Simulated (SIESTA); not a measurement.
SIESTA is run on CrBiO4 (I4_1/amd, 12 atoms in the cell), and the run fails. The aim is a self-consistent single point with DFT, GGA PBEsol, numerical atomic orbitals TZP, PseudoDojo PBEsol standard norm-conserving potentials (rewritten from UPF to PSML).

Cell that was meant: a = 6.1432 Å, b = 6.1432 Å, c = 6.1432 Å, α = 106.04°, β = 106.04°, γ = 116.58°.

Part of the input:

```
XC.authors                   PBEsol
PAO.BasisSize                TZP
PAO.EnergyShift              0.01 Ry
MeshCutoff                   400
%block kgrid.MonkhorstPack
    3   0   0  0.0
    0   3   0  0.0
```

Output, abridged:

```
reinit: Reading from file input.fdf

reinit: System Name: CrBiO4
reinit: System Label: CrBiO4

NOTE on units for spin output:
{S} is the spin magnetic moment, in units of the Bohr magneton,
assuming a g-factor for the electron spin of exactly 2.
The spin magnetic moment is then numerically equal to the charge inbalance,
in units of electrons, between the spin-up and -down channels.

coor:   Atomic-coordinates input format  =     Cartesian coordinates
coor:                                          (in units of alat)

siesta: Atomic coordinates (Bohr) and species
siesta:      0.00000   0.00000   6.10171  1        1
siesta:      6.98351   0.00000   3.05085  1        2
siesta:      0.00000   6.98351   3.05085  2        3
siesta:      0.00000   0.00000   0.00000  2        4
siesta:      2.50331   0.00000   8.20558  3        5
siesta:      6.98351   2.50331   5.15472  3        6
siesta:      4.48020   6.98351   2.10387  3        7
siesta:      6.98351  -2.50331   5.15472  3        8
siesta:      9.48682  -0.00000   0.94699  3        9
siesta:      6.98351   4.48020  -2.10387  3       10
siesta:      4.48020   0.00000   0.94699  3       11
siesta:      0.00000   2.50331   3.99784  3       12

siesta: System type = bulk

initatomlists: Number of atoms, orbitals, and projectors:     12   230   204

siesta: ******************** Simulation parameters ****************************
redata: Spin configuration                          = collinear
redata: Time-Reversal Symmetry                      = T
redata: Number of Atomic Species                    =        3
ERROR

FDF module: fdf_physical:  no unit specified for MeshCutoff

     File: fdf.F90
     Line:  2144
Note: The following floating-point exceptions are signalling: IEEE_INVALID_FLAG IEEE_OVERFLOW_FLAG
STOP Stopping Program
```

From the messages shown, name the fault and mend the input.

The fault is an energy without its unit. The key takes a value and a unit. To fix it, add the unit. The program stopped before any SCF iteration.

The sound input it was made from differs as follows (other fixes are possible):
```diff
-MeshCutoff                   400
+MeshCutoff                   400 Ry
```

With that input, the run converged in 20 iterations: free energy E − TS -12867.5460 eV; Fermi level (on the code's own zero) -4.01 eV; pressure -8.53 GPa; largest force (vector length) 0.983 eV/Å; size of the cell's spin moment 2.00 μB (DFT, GGA PBEsol, numerical atomic orbitals TZP, PseudoDojo PBEsol standard norm-conserving potentials (rewritten from UPF to PSML)).

On the sound input: the starting cell comes from a database of computed structures (which also holds hypothetical and non-ambient phases and stackings), without a prior relaxation at this level. The magnetic order is the one reached from the typed start; others were not searched systematically. Values carry the incompleteness of an atom-centred basis. With a pressure of about -9 GPa the cell is away from its equilibrium volume at this level. Without a gap this mesh is coarse (it stands for a supercell whose shortest vector is 18 Å).
